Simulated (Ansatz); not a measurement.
Cost and result by functional for the surface energy of the (110) surface of bcc Li in its 1x1 cell, outermost plane spacing 2.43 Å in the ideal cut, in Ansatz (plane waves, PAW). Single points on the PBE structure, on one kind of machine; costs are rough ratios of the slab run's core time (references not counted) to the cheapest single point. r2SCAN's cost holds its higher cutoff (500 against 420 eV). Differences are taken against r2SCAN for comparison alone: no measured value is at hand, so the table doesn't rank accuracy.

Model: 5-atom slab, 9.7 Å thick at the start (thin: gaps and levels are the slab's own), 13x13x1 mesh, Fermi-Dirac 0.1 eV, dipole correction, all atoms relaxed; start symmetry kept, larger cells not searched; no spin, no spin-orbit, no U. These notes are the PBE run's.

```json
[
 {"functional": "LDA", "relative cost": "1", "surface energy (J/m²)": "0.52", "less r2SCAN (J/m²)": "0.01"},
 {"functional": "PBEsol", "relative cost": "1", "surface energy (J/m²)": "0.52", "less r2SCAN (J/m²)": "0.01"},
 {"functional": "RPBE", "relative cost": "1", "surface energy (J/m²)": "0.46", "less r2SCAN (J/m²)": "-0.05"},
 {"functional": "r2SCAN", "relative cost": "2", "surface energy (J/m²)": "0.51", "less r2SCAN (J/m²)": "0.00"},
 {"functional": "PBE (the relaxed run's value)", "relative cost": "–", "surface energy (J/m²)": "0.49", "less r2SCAN (J/m²)": "-0.02"}
]
```

The values span 0.07 J/m², while the single points' costs differ by a factor of roughly 2. Differences are of unrounded values.

Ansatz is a program for electronic structure.
